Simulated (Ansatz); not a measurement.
An Ansatz (a first-principles code) input (r2SCAN+rVV10, PAW, 500 eV (Ansatz; no spin-orbit coupling), earlier PAW set):

Ansatz 0.2 input:
```yaml
crystal:
  lattice:
    - [1.5876983263, 0.9166580561, 6.1953449779]
    - [-1.5876983263, 0.9166580561, 6.1953449779]
    - [0, -1.8333161122, 6.1953449779]
  atoms:
    - { symbol: Mo, position: [0.0000046323, 0.0000046323, 0.0000046323] }
    - { symbol: S, position: [0.750294569, 0.750294569, 0.750294569] }
    - { symbol: S, position: [0.5830007987, 0.5830007987, 0.5830007987] }
basis: { ecutwfc: 500, ecutrho_ratio: 4, xc_grid: 4, fft_grid_basis: typed }
kpoints: { mp_grid: { grid: [21, 21, 21] } }
hamiltonian:
  xc: r2scan
  dispersion: rvv10
  pseudopotentials: { azcp: { folder: ./paw }, kind: paw }
total_charge: -0.162298
scf: { occupations: { method: fermi_dirac, width: 0.0259 }, convergence: { dr2_threshold: 0.0000000003 } }
relax: { f_tol: 0.005, max_steps: 30 }
output: { forces: true, stress: true }
checkpoint: { write: state.ck, write_every: 1000 }
```

Q: Which symmetry and how many k-points will the program report, and about how many plane waves at Γ?

A: Space group R3m (ITA 160) with 6 operations, k-points 891 of 9261, and 1379 plane waves at Γ.

Charged cell with a jellium background: band edges are those of the host's band count, energies are not comparable with the neutral cell, and many-body gap narrowing is missing. Stability against distortions was not tested. The cell was made from MoS2 in the 3R-MoS2 type structure (space group R3m, No. 160; layered, stacked along the Cartesian z axis) by this change: electrons 3.0×10^21 cm⁻³.
